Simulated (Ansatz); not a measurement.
Ag: strain along the normal

Ag (fcc, Fm-3m, 16.010 Å³/atom at rest) under an equal strain ε in the (001) plane with the normal axis free, as in a coherent film. LDA in Ansatz, a plane-wave DFT program (PAW, default set), 420 eV, 28×28×28 Γ-centred mesh, Fermi-Dirac smearing 0.10 eV; ions are relaxed within the symmetry of each cell.

Here s stands for strain and y for normal strain.

| strain (%) | normal strain (%) |
|---|---|
| -1.50 | 2.19 |
| -1.00 | 1.46 |
| -0.50 | 0.73 |
| 0.00 | 0.00 |
| 0.50 | -0.74 |
| 1.00 | -1.49 |
| 1.50 | -2.25 |
| 3.00 | ? |

Problem. Fit y against s with a straight line, and predict the withheld value at s = 3.00.

Solution. Means: s 0, y -0.014. About the means, the sum of products is -10.345 and the sum of squares of s is 7.0000; the slope is their ratio. Least squares gives y = -0.014 - 1.4779·s. Residuals (row less fit): -0.013, -0.004, 0.005, 0.014, 0.013, 0.002, -0.019; standard error 0.014 (degrees of freedom: 5). The slope, -1.48 ± 0.01, is the elastic response of the normal axis, −2C12/C11 for this plane. At the withheld row, y = -0.014 - 1.4779 × 3.0 = -4.448%. The calculation gives -4.62%, 0.172% below the prediction (2.5 % of the range of y in the table). The row lies outside the fitted rows, so this is an extrapolation. From the scatter of the fitted rows alone, a prediction at this place has a standard error of 0.021%, so the miss is 8.2 times that.

One order more, fitted to all 13 runs of the series, follows each within 0.02, so the miss is the next term of a smooth law. In a metal these values are sensitive to mesh and smearing; energies are taken to zero smearing, stresses follow the free energy. Rows are the converged runs of the series near zero and its far end; series whose fitted rows scatter by over a few per cent of the range, as at a crossing or softening among them, aren't shown in this form. Most that stay on the fit to the last digits aren't either.
